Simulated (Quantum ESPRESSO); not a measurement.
Quantum ESPRESSO is run on La5Mg (P-62m, 6 atoms in the cell), and the run fails. The aim is a self-consistent single point with DFT, PBEsol, plane waves, GBRV 1.5 ultrasoft (PBESOL) pseudopotentials.

Cell that was meant: a = 6.4309 Å, b = 6.4309 Å, c = 5.8258 Å, α = 90.00°, β = 90.00°, γ = 120.00°.

Part of the input:

```fortran
/
&electrons
  conv_thr = 1.0d-10
  electron_maxstep = 2
  mixing_beta = 0.4
/
ATOMIC_SPECIES
```

Output (repeated stretches shortened):

```
     Self-consistent Calculation

     iteration #  1     ecut=    40.00 Ry     beta= 0.40

     Threshold (ethr) on eigenvalues was too large:
     Diagonalizing with lowered threshold

     negative rho (up, down):  3.386E-01 0.000E+00

     total energy              =    -636.01771218 Ry
     estimated scf accuracy    <       0.15275219 Ry

     iteration #  2     ecut=    40.00 Ry     beta= 0.40

     negative rho (up, down):  3.260E-01 0.000E+00

     total energy              =    -636.03181534 Ry
     estimated scf accuracy    <       0.11947987 Ry
     End of self-consistent calculation

     convergence NOT achieved after   2 iterations: stopping

   JOB DONE.
```

Problem. What is wrong, and how is it fixed?

Solution. The fault is an iteration limit that is too low. The loop is cut before its threshold is met, so whatever is printed at the end is not self-consistent. To fix it, raise the limit, or leave it to the default. The run ended unconverged after 2 iterations.

An input that runs soundly differs in these lines (not the only fix; some lines may just follow from the change or write a value another way):
```diff
-  electron_maxstep = 2
```

With that input, the run converged in 19 iterations: free energy E − TS -8653.9116 eV; Fermi level (on the code's own zero) 10.45 eV; pressure -1.73 GPa; largest force (vector length) 0.041 eV/Å (DFT, PBEsol, plane waves, GBRV 1.5 ultrasoft (PBESOL) pseudopotentials).

On the sound input: the starting cell comes from a database of computed structures (which also holds hypothetical and non-ambient phases and stackings), without a prior relaxation at this level.
